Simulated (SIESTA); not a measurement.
## Worked example: self-consistent single point of TiO2 (Pbca, 24 atoms in the cell) in SIESTA

Method of the run: GGA PBE, numerical atomic orbitals DZP, PseudoDojo PBE standard norm-conserving potentials (rewritten from UPF to PSML) in SIESTA.

Input:

```
# files in the folder: Ti.psml O.psml (PseudoDojo PBE standard)
SystemName  TiO2
SystemLabel TiO2

NumberOfAtoms                24
NumberOfSpecies              2
%block ChemicalSpeciesLabel
  1 22 Ti
  2 8 O
%endblock ChemicalSpeciesLabel
LatticeConstant              1.0 Ang
%block LatticeVectors
     5.097629000    0.000000000    0.000000000
     0.000000000    9.102258000    0.000000000
     0.000000000    0.000000000    5.404529000
%endblock LatticeVectors
AtomicCoordinatesFormat      Ang
%block AtomicCoordinatesAndAtomicSpecies
     0.703014015    3.377210786    2.175755285  1
     4.394614985    5.725047214    3.228773715  1
     1.845800485    5.725047214    4.878019785  1
     3.251828515    3.377210786    0.526509215  1
     3.251828515    1.173918214    3.228773715  1
     1.845800485    7.928339786    2.175755285  1
     4.394614985    7.928339786    0.526509215  1
     0.703014015    1.173918214    4.878019785  1
     2.368919173    2.454970005    2.107712265  2
     2.728709827    6.647287995    3.296816735  2
     0.179895327    6.647287995    4.809976765  2
     4.917733673    2.454970005    0.594552235  2
     4.917733673    2.096158995    3.296816735  2
     0.179895327    7.006099005    2.107712265  2
     2.728709827    7.006099005    0.594552235  2
     2.368919173    2.096158995    4.809976765  2
     4.162876770    0.095391664    4.600281040  2
     0.934752230    9.006866336    0.804247960  2
     3.483566730    9.006866336    1.898016540  2
     1.614062270    0.095391664    3.506512460  2
     1.614062270    4.455737336    0.804247960  2
     3.483566730    4.646520664    4.600281040  2
     0.934752230    4.646520664    3.506512460  2
     4.162876770    4.455737336    1.898016540  2
%endblock AtomicCoordinatesAndAtomicSpecies

XC.functional                GGA
XC.authors                   PBE
PAO.BasisSize                DZP
PAO.EnergyShift              0.005 Ry
MeshCutoff                   350 Ry
%block kgrid.MonkhorstPack
    5   0   0  0.0
    0   3   0  0.0
    0   0   5  0.0
%endblock kgrid.MonkhorstPack
OccupationFunction           MP
OccupationMPOrder            0
ElectronicTemperature        580.23 K

MaxSCFIterations             150
SCF.Mixer.Method             Pulay
SCF.Mixer.Weight             0.2
SCF.Mixer.History            8
SCF.DM.Tolerance             1.0E-04
Diag.ParallelOverK           true
WriteForces                  true
Charge.Mulliken              end
```

Output, abridged:

```
reinit: Reading from file input.fdf

reinit: System Name: TiO2
reinit: System Label: TiO2

coor:   Atomic-coordinates input format  =     Cartesian coordinates
coor:                                          (in Angstroms)

siesta: Atomic coordinates (Bohr) and species
siesta:      1.32850   6.38200   4.11158  1        1
siesta:      8.30462  10.81877   6.10150  1        2
siesta:      3.48806  10.81877   9.21812  1        3
siesta:      6.14507   6.38200   0.99496  1        4
siesta:      6.14507   2.21838   6.10150  1        5
siesta:      3.48806  14.98239   4.11158  1        6
siesta:      8.30462  14.98239   0.99496  1        7
siesta:      1.32850   2.21838   9.21812  1        8
siesta:      4.47661   4.63922   3.98300  2        9
siesta:      5.15651  12.56155   6.23008  2       10
siesta:      0.33995  12.56155   9.08954  2       11
siesta:      9.29317   4.63922   1.12354  2       12
siesta:      9.29317   3.96117   6.23008  2       13
siesta:      0.33995  13.23961   3.98300  2       14
siesta:      5.15651  13.23961   1.12354  2       15
siesta:      4.47661   3.96117   9.08954  2       16
siesta:      7.86670   0.18026   8.69327  2       17
siesta:      1.76643  17.02051   1.51981  2       18
siesta:      6.58299  17.02051   3.58673  2       19
siesta:      3.05014   0.18026   6.62635  2       20
siesta:      3.05014   8.42012   1.51981  2       21
siesta:      6.58299   8.78065   8.69327  2       22
siesta:      1.76643   8.78065   6.62635  2       23
siesta:      7.86670   8.42012   3.58673  2       24

siesta: System type = bulk

initatomlists: Number of atoms, orbitals, and projectors:     24   360   352

siesta: ******************** Simulation parameters ****************************
redata: Spin configuration                          = none
redata: Time-Reversal Symmetry                      = T
redata: Number of Atomic Species                    =        2
   [... lines left out ...]
diag: Used triangular part                          = Lower
diag: Absolute tolerance                            =  0.100E-15
diag: Orthogonalization factor                      =  0.100E-05
diag: Memory factor                                 =  1.0000

superc: Internal auxiliary supercell:     5 x     3 x     5  =      75
superc: Number of atoms, orbitals, and projectors:   1800  27000  26400

                        Single-point calculation

superc: Internal auxiliary supercell:     5 x     3 x     5  =      75
superc: Number of atoms, orbitals, and projectors:   1800  27000  26400

outcell: Unit cell vectors (Ang):
        5.097629    0.000000    0.000000
        0.000000    9.102258    0.000000
        0.000000    0.000000    5.404529

outcell: Cell vector modules (Ang)   :    5.097629    9.102258    5.404529
outcell: Cell angles (23,13,12) (deg):     90.0000     90.0000     90.0000
outcell: Cell volume (Ang**3)        :    250.7698
new_DM -- step:     1
Initializing Density Matrix...

Attempting to read DM from file... Failed...
DM filled with atomic data:

InitMesh: MESH = 60 x 108 x 64 = 414720
InitMesh: Mesh cutoff (required, used) =   350.000   382.885 Ry

stepf: Methfessel-Paxton step function
       Using Hermite-Gauss polynomials of order  0
        iscf     Eharris(eV)        E_KS(eV)     FreeEng(eV)     dDmax    Ef(eV) dHmax(eV)
   scf:    1   -19833.895171   -20064.895712   -20064.895712  1.735096 -4.264660 13.262738
   scf:    2   -20186.464911   -20138.455722   -20138.455722  0.167000 -6.758276  5.164017
   scf:    3   -20140.086792   -20147.850211   -20147.850211  0.167126 -7.235565  1.621764
   scf:    4   -20147.918433   -20149.330847   -20149.330847  0.061486 -7.778223  0.996288
   scf:    5   -20149.803064   -20149.607824   -20149.607824  0.014778 -7.914415  0.450842
   scf:    6   -20149.429661   -20149.618733   -20149.618733  0.023383 -7.100307  0.401249
   scf:    7   -20149.664753   -20149.677543   -20149.677543  0.013214 -6.975295  0.081302
   scf:    8   -20149.678082   -20149.679886   -20149.679886  0.002690 -6.997630  0.039070
   scf:    9   -20149.680453   -20149.680321   -20149.680321  0.000633 -6.993518  0.004130
   scf:   10   -20149.680288   -20149.680315   -20149.680315  0.000217 -6.992632  0.005980
   scf:   11   -20149.680317   -20149.680324   -20149.680324  0.000179 -6.993970  0.002195
   scf:   12   -20149.680326   -20149.680325   -20149.680325  0.000026 -6.993740  0.001283
   scf:   13   -20149.680326   -20149.680326   -20149.680326  0.000036 -6.993419  0.000003
SCF Convergence by DM+H criterion
max |DM_out - DM_in|         :     0.0000361350
max |H_out - H_in|      (eV) :     0.0000027372
SCF cycle converged after 13 iterations

Using DM_out to compute the final energy and forces

siesta: E_KS(eV) =           -20149.6803

siesta: E_KS - E_eggbox =    -20149.6803

siesta: Atomic forces (eV/Ang):
     1    0.129808   -0.210596    0.138967
     2   -0.129808    0.210596   -0.138967
     3   -0.129808    0.210596    0.138967
   [... 21 lines left out ...]
   Tot    0.000000    0.000000   -0.000000
   Max    0.309789
   Res    0.165839    sqrt( Sum f_i^2 / 3N )
   Max    0.309789    constrained

Stress tensor Voigt[x,y,z,yz,xz,xy] (kbar):     -137.47     -132.35     -131.15       -0.00        0.00        0.00
(Free)E + p*V (eV/cell)   -20128.7604
Target enthalpy (eV/cell)   -20149.6803

siesta: Program's energy decomposition (eV):
siesta: Ebs     =     -4834.403646
siesta: Eions   =     29762.144290
siesta: Ena     =      4310.790947
siesta: Ekin    =      9895.686933
siesta: Enl     =      -964.206509
siesta: Eso     =         0.000000
siesta: Edftu   =         0.000000
siesta: DEna    =        82.249085
siesta: DUscf   =        12.656875
siesta: DUext   =         0.000000
siesta: Ex      =     -3480.404850
siesta: Ec      =      -244.308516
siesta: Exc     =     -3724.713367
siesta: Eharris =    -20149.680326
siesta: Etot    =    -20149.680326
siesta: FreeEng =    -20149.680326

siesta: Atomic forces (eV/Ang):
siesta:      1    0.129808   -0.210596    0.138967
siesta:      2   -0.129808    0.210596   -0.138967
siesta:      3   -0.129808    0.210596    0.138967
siesta:      4    0.129808   -0.210596   -0.138967
siesta:      5    0.129808    0.210596   -0.138967
siesta:      6   -0.129808   -0.210596    0.138967
siesta:      7   -0.129808   -0.210596   -0.138967
siesta:      8    0.129808    0.210596    0.138967
siesta:      9    0.040669   -0.121828    0.032317
siesta:     10   -0.040669    0.121828   -0.032317
siesta:     11   -0.040669    0.121828    0.032317
siesta:     12    0.040669   -0.121828   -0.032317
siesta:     13    0.040669    0.121828   -0.032317
   [... lines left out ...]
siesta: Cell volume =        250.769791 Ang**3
siesta:         133.65811637        133.10260966  kBar
   [... lines left out ...]

              0.066   0.061   0.061

Species: O
Atom  Qatom  Qorb
               2s      2s      2py     2pz     2px     2py     2pz     2px
               3Pdxy   3Pdyz   3Pdz2   3Pdxz   3Pdx2-y2
   9  6.708   1.934  -0.089   1.771   1.765   1.744  -0.152  -0.155  -0.138
              0.005   0.005   0.006   0.006   0.006
  10  6.708   1.934  -0.089   1.771   1.765   1.744  -0.152  -0.155  -0.138
   [... 29 lines left out ...]

mulliken: Qtot =      192.000

Mulliken Atomic Populations:
Atom #   charge [q] valence [e]  Species
     1     1.350828   10.649172  Ti
     2     1.350828   10.649172  Ti
     3     1.350828   10.649172  Ti
     4     1.350828   10.649172  Ti
     5     1.350828   10.649172  Ti
     6     1.350828   10.649172  Ti
     7     1.350828   10.649172  Ti
     8     1.350828   10.649172  Ti
     9    -0.707774    6.707774  O
    10    -0.707774    6.707774  O
    11    -0.707774    6.707774  O
    12    -0.707774    6.707774  O
    13    -0.707774    6.707774  O
    14    -0.707774    6.707774  O
    15    -0.707774    6.707774  O
    16    -0.707774    6.707774  O
    17    -0.643054    6.643054  O
    18    -0.643054    6.643054  O
    19    -0.643054    6.643054  O
    20    -0.643054    6.643054  O
    21    -0.643054    6.643054  O
    22    -0.643054    6.643054  O
    23    -0.643054    6.643054  O
    24    -0.643054    6.643054  O
 Total     0.000000
```

The run converged in 13 iterations.

The starting cell comes from a database of computed structures (which also holds hypothetical and non-ambient phases and stackings), without a prior relaxation at this level. Its lattice was rescaled by a random factor within 2.5 % of one. Values carry the incompleteness of an atom-centred basis. With a pressure of about 13 GPa the cell is away from its equilibrium volume at this level.

Cost on one core of a shared machine: roughly 2 min.
